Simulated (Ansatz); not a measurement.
Take CaTiO3 in the cubic perovskite structure (space group Pm-3m, No. 221; a = 3.8414 Å; a model cell) as the base.

It is then changed as follows: Sr takes the place of Ca on all its sites; the structure is relaxed again.

Levels (all Ansatz, a first-principles code, PAW, earlier PAW set): PBEsol (420 eV, without spin-orbit coupling); HSE06 (420 eV, no spin-orbit coupling).

The geometry is relaxed with PBEsol.

| Property | Result |
|---|---|
| PBEsol lowest conduction level above the VBM at special points | Γ 1.86 eV; X 2.03 eV; M 3.87 eV |

**Question.** What does HSE06 give at this geometry for the lowest conduction level above the VBM at special points?

**Answer.** The lowest conduction level above the VBM at special points becomes Γ 3.37 eV; X 3.56 eV; M 5.54 eV (PBEsol: Γ 1.86 eV; X 2.03 eV; M 3.87 eV).

Single points use the geometry relaxed with PBEsol. HSE06 gaps are upper bounds (no full band path). The levels and masses belong to the bands next to the band gap. No phonon test of stability was made. All final runs are without spin polarisation. Many cubic perovskites are stable only at high temperature; tilts and polar distortions were not tested.
